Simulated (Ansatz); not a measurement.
## MoGe (model structure, started from the TiAs type, P6₃/mmc, No. 194, 8 atoms in the cell)

Calculation: PBE-D3(BJ) (Ansatz, an electronic-structure program, PAW).

Run with plane-wave cutoff 500 eV, 12×12×4 k mesh (along the axes of the cell as run), Fermi–Dirac smearing 0.05 eV, no spin polarisation, scalar-relativistic PAW data made under PBE.

Cell (relaxed at this level):

MoGe is modelled in the hexagonal space group P6₃/mmc (No. 194), Pearson symbol hP8. Conventional cell: a = 2.975 Å, b = 2.975 Å, c = 15.918 Å, α = 90.00°, β = 90.00°, γ = 120.00°. Mo on 4f has 6 Ge at 2.609–2.649 Å and 6 Mo at 2.975 Å. Ge1 on 2a sees 6 Mo at 2.649 Å. Ge2 on 2d sees 6 Mo at 2.609 Å. (Neighbours: up to the widest gap in distance over summed covalent radii, below 1.35, at either atom; cation-cation and far metal-metal contacts left out.)

```json
{
 "band_gap": "none"
}
```

Note: the relaxation could raise the start's symmetry but not lower it, so the cell can be a saddle point.

Spin–orbit coupling is not included.

Computed values are for the static lattice.

Cost on a shared machine: roughly 2.6 core-minutes.

A model structure was made by putting elements into a prototype or built by hand; it is no filed structure, need not be a known phase, and can be a saddle point held by its symmetry.
